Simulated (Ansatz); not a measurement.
Defect: interstitial Cu in diamond, charge state +1. These are PBE, PAW (plane waves to 420 eV; Ansatz, a quantum-chemistry and plane-wave program) values and carry that method's errors.

216-site cell at the relaxed PBE lattice, the Γ point alone, smearing 0.01 eV, spin-restricted, no finite-size correction. Static, classical nuclei. The host's phase is taken as given; its stability against other phases was not computed. The charge state is imposed; whether it is stable for some Fermi level was not computed. Sites that were not tried may lie lower.

Barriers: single points on a 2×2×2 k-point mesh shifted by half a step at the bands' geometries.

The step: a direct jump of one Cu atom. Atoms about the jump, Cartesian Å from the middle of the jump, before and after:

| atom | x0 | y0 | z0 | x1 | y1 | z1 |
|---|---|---|---|---|---|---|
| Cu1 | 0.45 | 0.45 | -0.45 | -0.45 | -0.45 | 0.45 |
| C2 | -1.48 | 0.45 | -0.45 | -1.45 | 0.56 | -0.56 |
| C3 | 0.45 | -1.48 | -0.45 | 0.56 | -1.45 | -0.56 |
| C4 | 0.45 | 0.45 | 1.48 | 0.56 | 0.56 | 1.45 |
| C5 | 1.45 | -0.56 | 0.56 | 1.48 | -0.45 | 0.45 |
| C6 | -0.56 | -0.56 | -1.45 | -0.45 | -0.45 | -1.48 |
| C7 | -0.56 | 1.45 | 0.56 | -0.45 | 1.48 | 0.45 |
| C8 | -1.34 | -1.34 | 1.34 | -1.45 | -1.45 | 1.45 |
| C9 | 1.45 | 1.45 | -1.45 | 1.34 | 1.34 | -1.34 |
| C10 | -0.46 | -2.27 | 0.46 | -0.45 | -2.37 | 0.45 |
| C11 | -0.46 | -0.46 | 2.27 | -0.45 | -0.45 | 2.37 |
| C12 | -2.27 | -0.46 | 0.46 | -2.37 | -0.45 | 0.45 |
| C13 | 0.45 | 0.45 | -2.37 | 0.46 | 0.46 | -2.27 |
| C14 | 0.45 | 2.37 | -0.45 | 0.46 | 2.27 | -0.46 |
| C15 | 2.37 | 0.45 | -0.45 | 2.27 | 0.46 | -0.46 |
| C16 | 2.29 | -1.40 | 1.40 | 2.27 | -1.35 | 1.35 |
| C17 | -1.40 | 2.29 | 1.40 | -1.35 | 2.27 | 1.35 |
| C18 | -1.40 | -1.40 | -2.29 | -1.35 | -1.35 | -2.27 |
| C19 | -2.27 | 1.35 | -1.35 | -2.29 | 1.40 | -1.40 |
| C20 | 1.35 | -2.27 | -1.35 | 1.40 | -2.29 | -1.40 |
| C21 | 1.35 | 1.35 | 2.27 | 1.40 | 1.40 | 2.29 |
| C22 | 1.35 | -2.26 | 2.26 | 1.34 | -2.23 | 2.23 |
| C23 | -2.26 | -2.26 | -1.35 | -2.23 | -2.23 | -1.34 |
| C24 | -2.26 | 1.35 | 2.26 | -2.23 | 1.34 | 2.23 |
| C25 | -1.34 | 2.23 | -2.23 | -1.35 | 2.26 | -2.26 |
| C26 | 2.23 | -1.34 | -2.23 | 2.26 | -1.35 | -2.26 |
| C27 | 2.23 | 2.23 | 1.34 | 2.26 | 2.26 | 1.35 |
| C28 | 0.45 | -3.14 | 1.35 | 0.46 | -3.16 | 1.35 |
| C29 | -3.14 | -1.35 | -0.45 | -3.16 | -1.35 | -0.46 |
| C30 | -1.35 | 0.45 | 3.14 | -1.35 | 0.46 | 3.16 |
| C31 | 0.45 | -1.35 | 3.14 | 0.46 | -1.35 | 3.16 |
| C32 | -3.14 | 0.45 | 1.35 | -3.16 | 0.46 | 1.35 |
| C33 | -1.35 | -3.14 | -0.45 | -1.35 | -3.16 | -0.46 |
| C34 | -0.46 | 1.35 | -3.16 | -0.45 | 1.35 | -3.14 |
| C35 | 3.16 | -0.46 | -1.35 | 3.14 | -0.45 | -1.35 |
| C36 | -0.46 | 3.16 | -1.35 | -0.45 | 3.14 | -1.35 |
| C37 | 1.35 | -0.46 | -3.16 | 1.35 | -0.45 | -3.14 |
| C38 | 1.35 | 3.16 | 0.46 | 1.35 | 3.14 | 0.45 |
| C39 | 3.16 | 1.35 | 0.46 | 3.14 | 1.35 | 0.45 |
| C40 | -2.23 | -2.23 | 2.23 | -2.29 | -2.29 | 2.29 |
| C41 | 2.29 | 2.29 | -2.29 | 2.23 | 2.23 | -2.23 |
| C42 | 2.25 | -3.14 | -0.44 | 2.26 | -3.15 | -0.45 |
| C43 | -3.14 | 0.44 | -2.25 | -3.15 | 0.45 | -2.26 |
| C44 | -3.14 | 2.25 | -0.44 | -3.15 | 2.26 | -0.45 |
| C45 | 0.44 | -3.14 | -2.25 | 0.45 | -3.15 | -2.26 |
| C46 | 0.44 | 2.25 | 3.14 | 0.45 | 2.26 | 3.15 |
| C47 | 2.25 | 0.44 | 3.14 | 2.26 | 0.45 | 3.15 |
| C48 | 3.15 | -2.26 | 0.45 | 3.14 | -2.25 | 0.44 |
| C49 | -2.26 | -0.45 | -3.15 | -2.25 | -0.44 | -3.14 |
| C50 | -2.26 | 3.15 | 0.45 | -2.25 | 3.14 | 0.44 |
| C51 | -0.45 | -2.26 | -3.15 | -0.44 | -2.25 | -3.14 |
| C52 | -0.45 | 3.15 | 2.26 | -0.44 | 3.14 | 2.25 |
| C53 | 3.15 | -0.45 | 2.26 | 3.14 | -0.44 | 2.25 |

Problem. Predict the transition state.

Solution. 
| atom | x | y | z |
|---|---|---|---|
| Cu1 | 0.00 | 0.00 | 0.00 |
| C2 | -1.58 | 0.51 | -0.51 |
| C3 | 0.51 | -1.58 | -0.52 |
| C4 | 0.51 | 0.51 | 1.57 |
| C5 | 1.58 | -0.51 | 0.51 |
| C6 | -0.51 | -0.51 | -1.58 |
| C7 | -0.51 | 1.58 | 0.51 |
| C8 | -1.33 | -1.33 | 1.33 |
| C9 | 1.33 | 1.33 | -1.33 |
| C10 | -0.44 | -2.30 | 0.43 |
| C11 | -0.44 | -0.43 | 2.30 |
| C12 | -2.30 | -0.43 | 0.43 |
| C13 | 0.44 | 0.44 | -2.31 |
| C14 | 0.44 | 2.30 | -0.44 |
| C15 | 2.30 | 0.44 | -0.44 |
| C16 | 2.31 | -1.39 | 1.38 |
| C17 | -1.39 | 2.31 | 1.39 |
| C18 | -1.39 | -1.39 | -2.31 |
| C19 | -2.31 | 1.39 | -1.39 |
| C20 | 1.39 | -2.31 | -1.39 |
| C21 | 1.39 | 1.39 | 2.31 |
| C22 | 1.35 | -2.24 | 2.24 |
| C23 | -2.25 | -2.24 | -1.35 |
| C24 | -2.25 | 1.35 | 2.24 |
| C25 | -1.35 | 2.25 | -2.25 |
| C26 | 2.25 | -1.35 | -2.25 |
| C27 | 2.25 | 2.25 | 1.35 |
| C28 | 0.46 | -3.15 | 1.35 |
| C29 | -3.15 | -1.35 | -0.46 |
| C30 | -1.35 | 0.46 | 3.15 |
| C31 | 0.46 | -1.35 | 3.15 |
| C32 | -3.15 | 0.46 | 1.35 |
| C33 | -1.35 | -3.15 | -0.46 |
| C34 | -0.46 | 1.35 | -3.15 |
| C35 | 3.15 | -0.45 | -1.35 |
| C36 | -0.46 | 3.15 | -1.35 |
| C37 | 1.35 | -0.45 | -3.15 |
| C38 | 1.35 | 3.15 | 0.45 |
| C39 | 3.15 | 1.35 | 0.45 |
| C40 | -2.23 | -2.23 | 2.22 |
| C41 | 2.23 | 2.23 | -2.23 |
| C42 | 2.27 | -3.16 | -0.46 |
| C43 | -3.16 | 0.45 | -2.27 |
| C44 | -3.16 | 2.27 | -0.46 |
| C45 | 0.45 | -3.16 | -2.27 |
| C46 | 0.45 | 2.27 | 3.16 |
| C47 | 2.27 | 0.45 | 3.16 |
| C48 | 3.16 | -2.26 | 0.45 |
| C49 | -2.27 | -0.45 | -3.17 |
| C50 | -2.27 | 3.17 | 0.45 |
| C51 | -0.45 | -2.26 | -3.17 |
| C52 | -0.45 | 3.17 | 2.26 |
| C53 | 3.16 | -0.45 | 2.26 |
It lies 0.37 eV above the start and 0.37 eV above the end. The saddle point's order was not checked, and it lies on a symmetry element of the cell, where a band can be held.
